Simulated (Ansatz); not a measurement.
Consider InSb in the zinc blende structure (space group F-43m, No. 216; a = 6.4497 Å). Axes: x, y, z lie along the cube axes.

Calculations: Kohn–Sham DFT with the LDA functional, run in Ansatz (a program for electronic structure) with PAW and 420 eV plane waves, spin-orbit coupling left out.

Strains are applied to the cell and any free atomic positions relax; under biaxial strain the out-of-plane vector relaxes too.

One change was made to it. Results:

```tsv
quantity	base	after
volume per atom	33.54 Å³	32.97 Å³
energy relative to the base (free energy F)	0 meV/atom	+3.2 meV/atom
pressure (mean of the normal stresses, compression positive)	0.0 GPa	0.8 GPa
```

**Question.** What was done to the base?
A) biaxial strain +1.67 %, plane normal [111], relaxed out of plane
B) biaxial strain −0.42 %, plane normal [111], relaxed out of plane
C) biaxial strain +2.50 %, plane normal [111], relaxed out of plane
D) biaxial strain +1.25 %, plane normal [111], relaxed out of plane
E) biaxial strain −1.25 %, plane normal [111], relaxed out of plane

**Answer.** E, biaxial strain −1.25 %, plane normal [111], relaxed out of plane. For comparison, the volume per atom in the other runs: biaxial strain +1.25 %, plane normal [111], relaxed out of plane gives 34.12 Å³; biaxial strain −0.42 %, plane normal [111], relaxed out of plane gives 33.34 Å³; biaxial strain +2.50 %, plane normal [111], relaxed out of plane gives 34.69 Å³; biaxial strain +1.67 %, plane normal [111], relaxed out of plane gives 34.31 Å³.

Whether these cells are dynamically stable was not tested. All final runs are without spin polarisation.
